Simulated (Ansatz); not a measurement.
Defect migration in corundum: interstitial O, neutral cell. The step: a concerted move, in which O travels most; the atom moves 1.68 Å along (0.20, 0.27, 0.09) of the unit cell; the moving atom starts with neighbours Al at 1.87, Al at 1.94; O at 1.47 Å and ends with Al at 1.87, Al at 1.94; O at 1.47 Å. A PBE band in Ansatz (plane-wave PAW, the Γ point alone, 120 host sites, 72 SCF runs with any check of the saddle's order, static, no finite-size correction) gives a forward barrier of 1.07 eV. The saddle point's order was not checked. The charge state is imposed; whether it is stable for some Fermi level was not computed. Sites that were not tried may lie lower.

Single points at the band's start and saddle point can refine it. Rough cost of one point, in units of the band's mean SCF on the same machine:

| Level | Cost of one point |
|---|---|
| PBE, a 2×2×2 k-point mesh shifted by half a step along c | about 7 |
| r2SCAN at 500 eV, the Γ point alone | about 3 |

Which of these move the barrier by more than 0.1 eV, and how far does each move it?

PBE, a 2×2×2 k-point mesh shifted by half a step along c: -0.01 eV; r2SCAN at 500 eV, the Γ point alone: +0.16 eV. Each functional is compared with PBE at the same k-points.

Ansatz is an electronic-structure program.
